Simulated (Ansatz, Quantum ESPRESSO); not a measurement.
An Ansatz (a program for electronic structure) input for a self-consistent single point of Ni₃Si (Pm-3m, 4 atoms in the cell) (DFT, PBE, plane waves, default PAW files):

Ansatz 0.2 input:
```yaml
crystal:
  lattice:
    - [3.518073, 0.000000, 0.000000]
    - [0.000000, 3.518073, 0.000000]
    - [0.000000, 0.000000, 3.518073]
  atoms:
    - { symbol: Si, position: [0.000000, 0.000000, 0.000000] }
    - { symbol: Ni, position: [0.000000, 0.500000, 0.500000] }
    - { symbol: Ni, position: [0.500000, 0.000000, 0.500000] }
    - { symbol: Ni, position: [0.500000, 0.500000, 0.000000] }
kpoints:
  mp_grid:
    grid: [9, 9, 9]
hamiltonian:
  xc: pbe
  pseudopotentials:
    kind: paw
scf:
  occupations:
    method: fermi_dirac
    width: 0.05
output:
  forces: true
  eigenvalues: true
  stress: true
```

Problem. Write the same calculation as an input for Quantum ESPRESSO.

Solution. This is the input that was run; spellings and numerical settings could be chosen otherwise.

```fortran
&control
   calculation = 'scf',
   prefix = 'scf',
   outdir = './tmp',
   pseudo_dir = './',
   tprnfor = .true.,
   tstress = .true.,
/
&system
   ibrav = 0,
   nat = 4,
   ntyp = 2,
   ecutwfc = 50,
   ecutrho = 300,
   occupations = 'smearing',
   smearing = 'fermi-dirac',
   degauss = 0.0036749,
/
&electrons
   conv_thr = 1.0d-10,
/
ATOMIC_SPECIES
Si    28.0850  Si.pbe-n-kjpaw_psl.1.0.0.UPF
Ni    58.6934  Ni.pbe-n-kjpaw_psl.1.0.0.UPF
CELL_PARAMETERS angstrom
   3.51807300     0.00000000     0.00000000
   0.00000000     3.51807300     0.00000000
   0.00000000     0.00000000     3.51807300
ATOMIC_POSITIONS crystal
Si    0.00000000    0.00000000    0.00000000
Ni    0.00000000    0.50000000    0.50000000
Ni    0.50000000    0.00000000    0.50000000
Ni    0.50000000    0.50000000    0.00000000
K_POINTS automatic
9 9 9  0 0 0
```

Basis, cutoffs, solver keys and any potentials are the target program's own. This input uses DFT, PBE, plane waves, PSlibrary PAW (PBE) pseudopotentials. Both were run: pressure -2.13 GPa in Ansatz and -2.61 in Quantum ESPRESSO. Ansatz's pressure is the one without its finite-basis correction.

On Quantum ESPRESSO: the starting cell has typed, rounded lattice constants, without a prior relaxation at this level. Its lattice was rescaled by a random factor within 2.5 % of one. Spin polarisation is off.

On Ansatz: the starting cell has typed, rounded lattice constants, without a prior relaxation at this level. Its lattice was rescaled by a random factor within 2.5 % of one. Spin polarisation is off.
